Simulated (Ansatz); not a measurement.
Consider a periodic stack without vacuum, fluorite-type CoSi2 (0 0 1) on germanium (0 0 1), half a monolayer of S at both interfaces (film strained to the substrate, started from cuts of the bulks and a machine-learned relaxation; slabs Ge48 and Co20Si40S4, which can lie off the formulas): substrate slab Ge48, film Co20Si40S4, surface cells [[2, 0], [2, 2]] and [[-3, -1], [-1, -2]], film strained by -3.9 and -3.9 %, outermost planes Ge/Ge and Si/Co as cut, which need not be the usual terminations and can put a slab off its formula. Its start:

```
CELL_PARAMETERS angstrom
      8.14587     0.00000     0.03997
      0.00000     8.14587    -0.02851
      1.18739     0.22720    30.79846
ATOMIC_POSITIONS crystal
  Ge 0.02230 0.00724 0.05194
  Ge 0.62714 0.04248 0.05945
  Ge 0.05414 0.50805 0.04943
  Ge 0.58349 0.54087 0.04288
  Ge 0.83200 0.51256 0.99189
  Ge 0.32326 0.44588 0.01090
  Ge 0.73494 0.02408 0.98127
  Ge 0.32404 0.12773 0.04603
  Ge 0.78803 0.27332 0.14973
  Ge 0.28821 0.27057 0.14241
  Ge 0.78697 0.76140 0.14497
  Ge 0.29284 0.76866 0.14175
  Ge 0.03481 0.26424 0.09924
  Ge 0.56253 0.30618 0.09889
  Ge 0.04450 0.75529 0.09779
  Ge 0.55531 0.77501 0.09516
  Ge 0.01066 0.01547 0.23813
  Ge 0.50518 0.01394 0.23784
  Ge 0.01601 0.51215 0.24002
  Ge 0.50215 0.51083 0.23877
  Ge 0.76980 0.52132 0.19550
  Ge 0.26798 0.51955 0.18972
  Ge 0.76783 0.01150 0.19216
  Ge 0.26895 0.01680 0.18917
  Ge 0.73147 0.27303 0.33404
  Ge 0.23421 0.26321 0.33402
  Ge 0.73164 0.75894 0.33216
  Ge 0.23371 0.76662 0.33194
  Ge 0.99193 0.26165 0.28704
  Ge 0.49092 0.26112 0.28632
  Ge 0.99153 0.76498 0.28522
  Ge 0.49054 0.76240 0.28464
  Ge 0.96173 0.01228 0.42441
  Ge 0.47173 0.01130 0.42655
  Ge 0.97878 0.53273 0.42679
  Ge 0.46291 0.53795 0.43016
  Ge 0.72468 0.52061 0.38298
  Ge 0.23273 0.51976 0.37971
  Ge 0.72174 0.01341 0.37699
  Ge 0.22584 0.01150 0.38030
  Ge 0.71665 0.33559 0.51095
  Ge 0.19638 0.20250 0.51862
  Ge 0.73403 0.75390 0.52831
  Ge 0.19261 0.88578 0.52586
  Ge 0.97495 0.26867 0.46732
  Ge 0.45439 0.26956 0.46771
  Ge 0.97648 0.77919 0.47650
  Ge 0.46491 0.78991 0.48197
  Co 0.60760 0.88281 0.74916
  Co 0.19093 0.06451 0.75357
  Co 0.40240 0.47831 0.74879
  Co 0.99435 0.69627 0.75274
  Co 0.80019 0.28134 0.74978
  Co 0.71961 0.58494 0.65671
  Co 0.31206 0.78426 0.65874
  Co 0.51542 0.17638 0.65686
  Co 0.11597 0.37790 0.66168
  Co 0.92088 0.97495 0.64747
  Co 0.53112 0.92307 0.93950
  Co 0.17918 0.09157 0.92918
  Co 0.36217 0.39998 0.93866
  Co 0.94191 0.63365 0.93121
  Co 0.80303 0.31322 0.93430
  Co 0.63032 0.60686 0.85040
  Co 0.30988 0.74902 0.84847
  Co 0.49685 0.18111 0.83842
  Co 0.08022 0.39202 0.83761
  Co 0.88291 0.96751 0.84774
  Si 0.40394 0.98139 0.70665
  Si 0.00448 0.17281 0.70437
  Si 0.20485 0.58522 0.70761
  Si 0.81346 0.78720 0.70267
  Si 0.60842 0.37992 0.70531
  Si 0.50934 0.68122 0.70565
  Si 0.09906 0.88494 0.70339
  Si 0.30707 0.27356 0.70768
  Si 0.90798 0.48661 0.70637
  Si 0.71347 0.07881 0.70418
  Si 0.52823 0.70336 0.61680
  Si 0.13328 0.87552 0.60516
  Si 0.31019 0.26475 0.61686
  Si 0.92501 0.47886 0.61282
  Si 0.72191 0.09107 0.61182
  Si 0.41215 0.98177 0.61392
  Si 0.02000 0.19480 0.61163
  Si 0.19922 0.59017 0.61888
  Si 0.82587 0.76603 0.60601
  Si 0.63522 0.37769 0.61712
  Si 0.37685 0.97756 0.88231
  Si 0.98116 0.18516 0.88366
  Si 0.17879 0.55722 0.89855
  Si 0.75065 0.78786 0.90129
  Si 0.58154 0.37499 0.89249
  Si 0.45791 0.66576 0.91124
  Si 0.06896 0.85816 0.89814
  Si 0.27588 0.27519 0.87942
  Si 0.86406 0.48947 0.87789
  Si 0.67810 0.09198 0.89094
  Si 0.49194 0.68225 0.79343
  Si 0.09709 0.87027 0.80613
  Si 0.29226 0.27852 0.79477
  Si 0.88644 0.48643 0.79417
  Si 0.70159 0.07648 0.79700
  Si 0.39337 0.97150 0.79728
  Si 0.98728 0.17267 0.79709
  Si 0.19520 0.58612 0.79521
  Si 0.78485 0.77829 0.80141
  Si 0.59570 0.38962 0.79773
  S  0.69757 0.06286 0.54086
  S  0.41206 0.48972 0.56912
  S  0.38500 0.13247 0.96738
  S  0.97842 0.18312 0.97211
```

The start was prepared with a machine-learned potential, and the result is one local minimum, with the in-plane cell held and forces under 0.04 eV/Å; the film can end far from its bulk form.

All values below come from PBE (plane waves to 420 eV, PAW; Ansatz, a quantum-chemistry and plane-wave program). Scalar-relativistic, without spin–orbit coupling; the runs are not spin-polarised; PBE gaps are too small against experiment. Its k-point mesh 3×3×1, Fermi–Dirac width 0.05 eV.

Predict the relaxed interface.

The interface area is 66.4 Å² and the period is 30.56 Å. The heights between the nearest atoms of the two slabs at the two interfaces is 0.26 and 0.88 Å, the Ge–S contacts across the interfaces within 1.22 times the sum of covalent radii is 5, mean 2.50 Å and the Ge–Si contacts across the interfaces within 1.22 times the sum of covalent radii comes out as 4, mean 2.52 Å. The Co–Ge contacts across the interfaces within 1.22 times the sum of covalent radii is 3, mean 2.45 Å and the slope of the mean potential energy in the substrate is -1.0 MV/cm × e.
